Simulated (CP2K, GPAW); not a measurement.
A CP2K input for a self-consistent single point of B6Pb (Pm-3m, 7 atoms in the cell) (DFT LDA (Pade form), GPW, DZVP-MOLOPT-SR-GTH basis, GTH-PADE potentials (GTH_POTENTIALS)):

```
&GLOBAL
  PROJECT scf
  RUN_TYPE ENERGY_FORCE
  PRINT_LEVEL LOW
&END GLOBAL
&FORCE_EVAL
  METHOD Quickstep
  STRESS_TENSOR ANALYTICAL
  &DFT
    BASIS_SET_FILE_NAME BASIS_MOLOPT
    POTENTIAL_FILE_NAME GTH_POTENTIALS
    &QS
      METHOD GPW
      EPS_DEFAULT 1E-11
    &END QS
    &MGRID
      CUTOFF 400
      REL_CUTOFF 40
      NGRIDS 4
    &END MGRID
    &SCF
      SCF_GUESS ATOMIC
      EPS_SCF 1E-6
      MAX_SCF 100
      ADDED_MOS 5
      &DIAGONALIZATION
        ALGORITHM STANDARD
      &END DIAGONALIZATION
      &MIXING
        METHOD BROYDEN_MIXING
        ALPHA 0.4
        NBUFFER 8
        BETA 1
      &END MIXING
    &END SCF
    &KPOINTS
      SCHEME MONKHORST-PACK 4 4 4
      GAMMA_CENTERED T
    &END KPOINTS
    &XC
      &XC_FUNCTIONAL PADE
      &END XC_FUNCTIONAL
    &END XC
    &PRINT
      &MO
        EIGENVALUES T
        OCCUPATION_NUMBERS T
        NDIGITS 8
        FILENAME mo
        &EACH
          QS_SCF 0
        &END EACH
        ADD_LAST NUMERIC
      &END MO
      &MULLIKEN OFF
      &END MULLIKEN
    &END PRINT
  &END DFT
  &SUBSYS
    &CELL
      A 4.06952100 0.00000000 0.00000000
      B 0.00000000 4.06952100 0.00000000
      C 0.00000000 0.00000000 4.06952100
      PERIODIC XYZ
    &END CELL
    &COORD
      SCALED
      B        0.20300000     0.50000000     0.50000000
      B        0.79700000     0.50000000     0.50000000
      B        0.50000000     0.20300000     0.50000000
      B        0.50000000     0.79700000     0.50000000
      B        0.50000000     0.50000000     0.20300000
      B        0.50000000     0.50000000     0.79700000
      Pb       0.00000000     0.00000000     0.00000000
    &END COORD
    &KIND B
      BASIS_SET DZVP-MOLOPT-SR-GTH-q3
      POTENTIAL GTH-PADE-q3
    &END KIND
    &KIND Pb
      BASIS_SET DZVP-MOLOPT-SR-GTH-q4
      POTENTIAL GTH-PADE-q4
    &END KIND
  &END SUBSYS
  &PRINT
    &FORCES ON
    &END FORCES
    &STRESS_TENSOR ON
    &END STRESS_TENSOR
  &END PRINT
&END FORCE_EVAL
```

Q: Translate this input to GPAW.

A: One input that does it (others would too):

```python
from ase import Atoms
from ase.units import GPa
from gpaw import GPAW, PW

atoms = Atoms(['B', 'B', 'B', 'B', 'B', 'B', 'Pb'],
              cell=[[4.069521, 0.000000, 0.000000],
                    [0.000000, 4.069521, 0.000000],
                    [0.000000, 0.000000, 4.069521]],
              scaled_positions=[[0.203000, 0.500000, 0.500000],
                                [0.797000, 0.500000, 0.500000],
                                [0.500000, 0.203000, 0.500000],
                                [0.500000, 0.797000, 0.500000],
                                [0.500000, 0.500000, 0.203000],
                                [0.500000, 0.500000, 0.797000],
                                [0.000000, 0.000000, 0.000000]],
              pbc=True)

calc = GPAW(mode=PW(950),
            xc='LDA',
            kpts={'size': (4, 4, 4), 'gamma': True},
            occupations={'name': 'fixed-uniform'},
            nbands=-8,
            convergence={'density': 1e-05, 'energy': 1e-05, 'bands': -6},
            symmetry={'symmorphic': False, 'tolerance': 0.0005},
            maxiter=120,
            txt='-')

atoms.calc = calc

energy = atoms.get_potential_energy()
print('Energy (eV):', round(energy, 6))
forces = atoms.get_forces()
print('Forces (eV/Ang):')
print(forces.round(5))
stress = atoms.get_stress()
print('Stress (GPa, Voigt):', (stress / GPa).round(4))
```

Basis settings and potentials, where a program has them, do not carry over. This input uses DFT LDA (Perdew-Wang 92), plane waves, GPAW PAW datasets LDA (gpaw-data 1.0.1). LDA parametrisations can differ slightly between programs.

The starting cell comes from a database of computed structures (which also holds hypothetical and non-ambient phases and stackings), without a prior relaxation at this level. Its lattice was rescaled by a random factor within 2.5 % of one. For this run, on top of that: lattice scaled by 0.98.
